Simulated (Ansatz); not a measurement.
The starting structures come from a database of crystals and need not be the phases stable at ambient conditions.

The decay constant κ of evanescent states in the gap governs leakage through a thin film.

Given:

```
CELL_PARAMETERS angstrom
      4.48679     0.00000     0.00000
      0.00000    10.13618     0.00000
      0.00000     5.06809     2.92606
ATOMIC_POSITIONS crystal
  Na 0.05299 0.33333 0.00000
  Na 0.94701 0.66667 0.00000
  H  0.41511 0.81481 0.51331
  H  0.58489 0.18519 0.48669
  H  0.41511 0.32812 0.52896
  H  0.58489 0.67188 0.47104
  H  0.41511 0.85708 0.95773
  H  0.58489 0.14292 0.04227
  Pt 0.00000 0.00000 0.00000
  O  0.25117 0.71905 0.58037
  O  0.74883 0.28095 0.41963
  O  0.25117 0.29942 0.68211
  O  0.74883 0.70058 0.31789
  O  0.25117 0.98153 0.73753
  O  0.74883 0.01847 0.26247
```

Space group of this cell: P-3. The cell was relaxed by PBE-D3(BJ); by r2SCAN its mean pressure is -2.1 GPa.

Transport runs along the normal of the first two printed cell vectors, the (110) plane of the conventional cell.

No gap correction and no spin-orbit coupling; mid-gap values are interpolated between computed energies.

Q: State the band gap and the smallest decay constant κ at mid-gap according to r2SCAN (Ansatz, an electronic-structure program).

A: Gap 2.97 eV on a 8×10×10 mesh; κ = 0.416 1/Å, at the zone centre.
